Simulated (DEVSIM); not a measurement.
Structure: Schottky contact on n-type ZnO, at 300 K.

Layer 1 from the left is ZnO, thickness (μm) 0.380, Nd (cm⁻³) 4.4e16, τn (s) 1.6e-9, τp (s) 1.6e-9.

Left contact: Schottky, work function 5.4 eV, emission velocity 5.1e6 cm/s. Right contact: ohmic. Voltage is applied to the left contact. Recombination: SRH at mid-gap. Mobility is constant in doping.

This is a model device: material constants are rounded textbook-type values typed into the input, and sizes, dopings and lifetimes were drawn at random. Values at 300 K.

ZnO: gap (eV) 3.37, affinity (eV) 4.5, permittivity 8.7, Nc (cm⁻³) 3.7e18, Nv (cm⁻³) 1.8e19, μn (cm²/Vs) 200, μp (cm²/Vs) 20.

Model (solved in DEVSIM): 1D drift-diffusion, Boltzmann statistics, complete ionisation; no tunnelling, impact ionisation, image-force lowering or self-heating. Metal contacts follow the ideal Schottky-Mott rule: no Fermi-level pinning, no interface dipoles.

Dark forward current:

```csv
|V| (V),|J| (A/cm²)
0.05,1.107e-8
0.10,8.700e-8
0.15,6.080e-7
0.20,4.179e-6
0.25,2.862e-5
0.30,0.0001956
0.35,0.001334
0.40,0.009076
0.45,0.06148
0.50,0.4139
0.55,2.754
0.60,17.79
0.65,104.2
0.70,454.7
0.75,1259
0.80,2441
```

**Question.** Work out the local ideality factor n = ΔV / (kT/q · ln(J2/J1)) between the rows 0.15 and 0.20 V, 0.75 and 0.80 V.

**Answer.** kT/q = 25.85 mV. From 0.15 to 0.20 V: ln(4.179e-6/6.080e-7) = 1.928, n = 1.00, near the 1 of diffusion or emission over a barrier. From 0.75 to 0.80 V: ln(2441/1259) = 0.662, n = 2.92; the layers' resistance at their doping, Σ W/(qμN) = 2.7e-5 Ω cm², would take 32 mV of this step of 50 mV.

**Question.** Estimate the current at 0.35 V for emission alone, J0 = q v N_band exp(−φB/kT), and read the barrier back from the simulated current.

**Answer.** φB = 0.900 eV, N_band = 3.70e18 cm⁻³, J0 = 2.29e-9 A/cm²; J = J0 (exp(qV/kT) − 1) = 0.00174 A/cm². The simulation gives 0.00133 A/cm²; the estimate lies 30 % above. Read backwards, the simulated current gives an apparent barrier of 0.907 eV. The estimate leaves out transport through the depletion region and minority injection.
